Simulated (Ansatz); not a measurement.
Response to strain in BN

Base system: BN in the wurtzite structure (space group P6_3mc, No. 186; a = 2.523 Å, c = 4.175 Å).

Strains are applied to the cell and any free atomic positions relax.

The values are results of LDA (Ansatz, a quantum-chemistry and plane-wave program; PAW; 420 eV plane waves; no spin-orbit coupling), not measurements.

Notes on the quantities. energy relative to the base: free energy F; pressure: mean of the normal stresses, compression positive.

| change | band gap | energy relative to the base | pressure | width of the top valence band | volume per atom |
|---|---|---|---|---|---|
| base | 4.93 eV | 0 meV/atom | 0.00 GPa | 5.56 eV | 5.76 Å³ |
| isotropic strain +0.60 % | 4.97 eV | +2.3 meV/atom | -6.98 GPa | 5.46 eV | 5.86 Å³ |
| isotropic strain +1.20 % | 5.00 eV | +9.1 meV/atom | -13.47 GPa | 5.37 eV | 5.96 Å³ |
| isotropic strain +1.80 % | 5.04 eV | +20 meV/atom | -19.50 GPa | ___ | 6.07 Å³ |
| isotropic strain +2.40 % | 5.07 eV | ___ | -25.10 GPa | ___ | 6.18 Å³ |
| isotropic strain +3.00 % | 5.11 eV | +54 meV/atom | ___ | 5.09 eV | 6.29 Å³ |

Problem. Some entries are withheld; estimate them.

Solution. 
- isotropic strain +1.80 %, width of the top valence band: 5.28 eV
- isotropic strain +2.40 %, energy relative to the base: +35 meV/atom
- isotropic strain +2.40 %, width of the top valence band: 5.18 eV
- isotropic strain +3.00 %, pressure: -30.28 GPa

Whether these cells are dynamically stable was not tested.
